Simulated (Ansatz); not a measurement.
**Na: biaxial strain −0.42 %, plane normal [111], relaxed out of plane**

Take Na in the bcc (W type) structure (space group Im-3m, No. 229; a = 4.1735 Å; relaxed with 0.1 eV smearing) as the base. Axes: x, y, z lie along the cube axes.

Perturbation: compressive biaxial strain of 0.42 % in the plane normal to [111], as in epitaxy on a mismatched substrate; the out-of-plane cell vector and the atoms relax.

All numbers come from PBEsol (Ansatz, a quantum-chemistry and plane-wave program; PAW; 420 eV plane waves; no spin-orbit coupling). k-mesh 22×22×22 (Γ-centred); smearing 0.1 eV (Fermi–Dirac).

```tsv
quantity	base	changed	shift
space group	Im-3m (No. 229)	R-3m (No. 166)	–
shortest interatomic distance	3.614 Å	3.602 Å	-0.0126 Å
energy relative to the base (free energy F)	0 meV/atom	+0.1 meV/atom	+0.1 meV/atom
pressure (mean of the normal stresses, compression positive)	0.0 GPa	0.1 GPa	+0.1 GPa
band gap	zero	zero	–
out-of-plane strain	–	+0.21 %	–
```

Final structure (turned so that z lies along the plane normal):

```xyz
1
Lattice="5.8774 0.0000 0.0000 2.9387 5.0900 0.0000 2.9387 -1.6967 1.2073" Properties=species:S:1:pos:R:3 pbc="T T T"
Na     0.0000     0.0000     0.0000
```

Cost of the whole job for the changed cell (relaxation, final SCF and bands): roughly 60 core-seconds.

No phonon test of stability was made.
